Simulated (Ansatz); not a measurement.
**Hypothetical P4/mmm W2N: pressure 0.7 GPa**

The reference is W2N (space group P4/mmm, No. 123; a = 2.963 Å, c = 4.160 Å; a hypothetical phase, not in the database extracts checked).

It is then changed as follows: cell and atoms relaxed at a pressure of 0.7 GPa.

Method: PBE-D3(BJ), PAW, 420 eV (Ansatz, a quantum-chemistry and plane-wave program; no SOC). k-mesh 16×16×11 (Γ-centred); smearing 0.05 eV (Fermi–Dirac).

```json
[
 {"quantity": "volume per atom", "base": "12.18 Å³", "changed": "12.15 Å³", "shift": "-0.024 Å³"},
 {"quantity": "density", "base": "17.35 g/cm³", "changed": "17.38 g/cm³", "shift": "+0.03 g/cm³"},
 {"quantity": "shortest interatomic distance", "base": "2.080 Å", "changed": "2.079 Å", "shift": "-0.001 Å"},
 {"quantity": "enthalpy H = E + PV relative to the base's energy", "base": "–", "changed": "+0.05 eV/atom", "shift": "–"},
 {"quantity": "band gap", "base": "zero", "changed": "zero", "shift": "–"}
]
```

Final structure:

```
CELL_PARAMETERS angstrom
      2.96148     0.00000     0.00000
      0.00000     2.96148     0.00000
      0.00000     0.00000     4.15763
ATOMIC_POSITIONS crystal
  W  0.00000 0.00000 0.00000
  W  0.50000 0.50000 0.50000
  N  0.50000 0.50000 0.00000
```

Load acts through the strain it causes; cell and atoms are relaxed under it. No phonon test of stability was made. The base started in P4/nmm and relaxed to P4/mmm at this level. The final runs are not spin-polarised. An odd electron count without spin: W2N. The program warned that a D3 coordination switch lies within reach, so dispersion energies are less smooth here.
